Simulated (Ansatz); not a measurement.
End structure of a constructed model of the (0001) surface of hcp Ti, a layer of Mn in place of the third plane (bottom of the slab: a bare face, its two planes held):

```yaml
crystal:
  lattice:
    - [2.93864, 0.00000, 0.00000]
    - [-1.46932, 2.54493, 0.00000]
    - [0.00000, 0.00000, 27.50000]
  atoms:
    - { symbol: Ti, position: [0.66667, 0.33333, 0.29315] }
    - { symbol: Ti, position: [0.33333, 0.66667, 0.37772] }
    - { symbol: Ti, position: [0.66667, 0.33333, 0.46292] }
    - { symbol: Mn, position: [0.33333, 0.66667, 0.53874] }
    - { symbol: Ti, position: [0.66667, 0.33333, 0.61619] }
    - { symbol: Ti, position: [0.33333, 0.66667, 0.69552] }
```

Model: 6-atom slab, 11.4 Å thick at the start, 15x15x1 mesh, Fermi-Dirac 0.1 eV, dipole correction, 2 atoms held, the rest relaxed; symmetry of the start imposed; spin-polarised, ending with about 3.8 μB a cell; orders that need a larger cell were not tried, no spin-orbit, no U. In PBE it lies 0.23 eV a 1x1 cell over the lowest computed structure of the same composition (a layer of Mn in place of the second plane).

### Question
What is the computed work function of the top face (PBE (Ansatz, a quantum-chemistry and plane-wave program))?

### Answer
4.32 eV
